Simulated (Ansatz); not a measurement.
# Effect of isotropic strain +0.66 % on Se

Base system: Se (space group P3_121, No. 152; a = 4.507 Å, c = 4.989 Å; made of chains).

The change: every lattice vector is stretched by 0.66 %, atoms relaxed at fixed cell.

Level of theory: Ansatz (a first-principles code), r2SCAN, PAW, cutoff 500 eV, spin-orbit coupling left out, earlier PAW set. Γ-centred 9×9×7 mesh, Fermi–Dirac width 0.05 eV.

```csv
quantity,base,changed,shift
volume per atom,29.25 Å³,29.83 Å³,+0.58 Å³
shortest interatomic distance,4.484 bohr,4.487 bohr,+0.003 bohr
energy relative to the base (free energy F),0 meV/atom,+0.6 meV/atom,+0.6 meV/atom
band gap,1.33 eV,1.30 eV,-0.036 eV
gap character,"indirect, L → H","indirect, L → H",–
smallest direct gap,1.55 eV,1.50 eV,-0.05 eV
mean gap deformation potential ΔEg/Δln V,–,-1.8 eV,–
width of the top valence band,1.39 eV,1.32 eV,-0.07 eV
electron mass,"0.18 mₑ along c, 0.43 mₑ across (at H)","0.17 mₑ along c, 0.45 mₑ across (at H)",–
```

Final structure:

```
Se
1.0
    4.53632     0.00000     0.00000
   -2.26816     3.92857     0.00000
    0.00000     0.00000     5.02176
Se
3
Cartesian
  0.97237   0.00000   4.18480
 -0.48618   0.84209   0.83696
  1.78198   3.08648   2.51088
```

Masses are band curvatures over ±0.01 Å⁻¹ around the edge. No phonon test of stability was made. No dispersion term is included, though the crystal is made of layers, chains or molecules, so its spacings can come out too wide.
